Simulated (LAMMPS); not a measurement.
Size effects in liquid Al (fcc) at 1030 K and zero pressure.

All values are model results, not measurements: classical MD, pair style eam/alloy, file Al_zhou.eam.alloy (LAMMPS).

```
atoms                  volume  first peak of g(r)                          D(Al)  rough cost (core-seconds per simulated ps)
-----  ----------------------  ------------------  -----------------------------  ------------------------------------------
108    19.434 ± 0.005 Å³/atom  2.80 Å, height 2.4    (1.04 ± 0.06) × 10^-4 cm²/s                                         0.5
256    19.451 ± 0.005 Å³/atom  2.77 Å, height 2.3      (9.6 ± 0.5) × 10^-5 cm²/s                                         1.0
2048   19.452 ± 0.003 Å³/atom  2.80 Å, height 2.3    (1.10 ± 0.03) × 10^-4 cm²/s                                           8
16384  19.451 ± 0.001 Å³/atom  2.78 Å, height 2.3  (1.188 ± 0.005) × 10^-4 cm²/s                                          40
```

Periodic images slow diffusion in small cells, by a term that falls as 1/L. Costs are rough.

Caution: a run this short can hold a crystal over, or a liquid under, the potential's own melting point, which these runs don't give.

Errors of D are the spread over four groups of atoms in one short run; a floor of about 5 %, a picked value, is safer.

Uncertainties are statistical and leave out the potential's own error.
